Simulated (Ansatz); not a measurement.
Cell and atoms of amorphous Al₂₈O₄₅Lu₂:

```xyz
75
Lattice="9.6451 -0.0418 -0.3826 -0.0418 10.1287 -0.2018 -0.3826 -0.2018 8.5597" Properties=species:S:1:pos:R:3 pbc="T T T"
Al     1.4361     5.1385     4.1672
Al     4.9216     5.5923     4.3053
Al     6.0145     9.6299     4.1062
Al     8.4739     3.2989     7.1157
Al     9.1327     8.3182     4.6793
Al     9.0391     8.5875     7.8403
Al     6.0696     3.0782    -0.2543
Al     4.0802     7.9006     2.4794
Al     7.6795     0.7325     6.2212
Al     3.2079     8.1403     7.9174
Al     7.2148     1.4167     1.9672
Al     0.7120     7.4509     2.0943
Al     5.1214     2.4729     3.9059
Al     1.3333    -0.0344     6.9739
Al     2.5281     2.8056     5.3671
Al     0.8854     6.7332     7.1089
Al     3.5563     4.5076     2.2808
Al     7.8953     4.3652     1.6821
Al     3.8676     5.2591     7.1482
Al     6.2550     8.8822     0.5751
Al     7.3481     7.0900     2.6520
Al     9.2337     2.5324     3.8660
Al     0.8918     0.7327     1.9083
Al     1.9700     2.8317     7.9573
Al     0.9031     4.9308     0.7521
Al     4.3549     0.8197     6.6000
Al     2.4016     9.3565     3.9052
Al     7.3826     4.7436     4.7070
O      8.5085     2.1646     5.4090
O      0.5795     6.6722     0.3216
O      1.2899     8.5018     7.6843
O      1.0469     9.3353     5.0814
O      7.7620     9.4831     4.5859
O      1.1709     3.3065     4.3421
O      2.6479     6.4419     7.6466
O      4.2284     2.8564     2.4430
O      6.2361     0.4800     0.8855
O      7.7493     4.7648     6.3890
O      1.7773     1.6434     6.5283
O      2.9557     3.8418     6.7095
O      9.0106     1.4598     2.3819
O      5.9133     0.2052     6.0367
O      6.1586     8.4119     2.3998
O      0.9834     5.5781     2.5117
O      9.0143     7.5942     3.0148
O      3.8448     8.9690     1.0664
O      0.9628     6.1773     5.4318
O      7.0733     2.1656     7.4161
O      7.3987     5.9881     1.3035
O      1.8874     1.5254     0.5668
O      7.7986     8.3764    -0.0933
O      6.2177     1.1485     3.4573
O      3.9980     1.8175     5.1032
O      2.2715     7.8635     2.9276
O      4.2474     9.0565     3.9326
O      4.9715     7.6454     8.0388
O      8.8405     7.5199     6.2862
O      4.8665     6.0966     5.9532
O      2.6008     4.2410     0.8502
O      0.3894     9.1932     1.3690
O      8.3746     4.0615     3.3940
O      4.4651     6.1188     2.5542
O      4.2125     1.8873     8.0563
O      5.8075     3.9736     4.4156
O      5.2425     4.5704     8.0923
O      3.2117     4.6819     4.0842
O      9.1013     0.0677     7.1511
O      9.0250     3.9368     0.4550
O      3.2297     9.6545     6.8704
O      0.5288     3.8452     7.6096
O      2.2419     0.6402     3.0594
O      6.7371     6.2904     4.1048
O      6.7307     3.0465     1.4390
Lu     3.8640     1.0089     1.3506
Lu     6.6465     6.3098     7.5520
```

Method: PBE, scalar-relativistic without spin-orbit coupling (plane waves to 420 eV, PAW; Ansatz, a quantum-chemistry and plane-wave program).

Preparation: random packing, a CHGNet melt and quench, and a DFT relaxation. O atoms were pushed apart under 1.9 Å during the dynamics, to hinder bonds among them. The hot cell started wider than the set density and was brought back towards it in steps. It is the lowest in DFT energy of 2 quenches. It is a model cell: composition and starting density were chosen by hand, and all elements were melted together. No dispersion term was used. Its density started from a set value of 3.63 and ended at 3.63 g/cm³. The simulated quench (nominally 280 K/ps over its main leg) is rapid and tends to freeze in more defects than a deposited or slowly cooled glass has. Values belong to this one cell and scatter from quench to quench. The volume was held where the preparation left it and the shape relaxed, at a PBE pressure of 1.3 GPa. Stress components on the final sampling reach 1.5 GPa.

Cut-offs for bonds: Al-Al 2.66 Å, Al-O 2.22 Å, Al-Lu 3.39 Å, O-O 1.58 Å, O-Lu 2.78 Å, Lu-Lu 4.11 Å. Two cations that share two anions don't count as bonded, nor two that share one unless they lie closer than Al-Al 2.59 Å, Al-Lu 3.30 Å, Lu-Lu 4.00 Å.

Question: Give the coordination numbers, mean bond lengths and angles.

Answer: 
| Property | Value |
|---|---|
| Mean coordination of Al by anions | 4.43 (16 with 4, 12 with 5); 2 close contacts or bonds to cations besides |
| Mean coordination of O | 3.02 (1 with 2, 42 with 3, 2 with 4) |
| Mean coordination of Lu by anions | 6.00 (2 with 6); 2 close contacts or bonds to cations besides |
| Mean Al-O bond | 1.833 Å (spread 0.079 Å, 124 counted) |
| Mean O-Lu bond | 2.283 Å (spread 0.101 Å, 12 counted) |
| Mean Al-Lu close contact | 3.198 Å (spread 0.004 Å, 2 counted) |
| Bond angle at Al | mean 107.2°, spread 22.6° |
| Bond angle at O | mean 116.4°, spread 16.9° |
| Bond angle at Lu | mean 98.3°, spread 30.4° |

Question: List the pairs of like atoms that count as bonded by the rules above.

Answer: There are none by these rules.
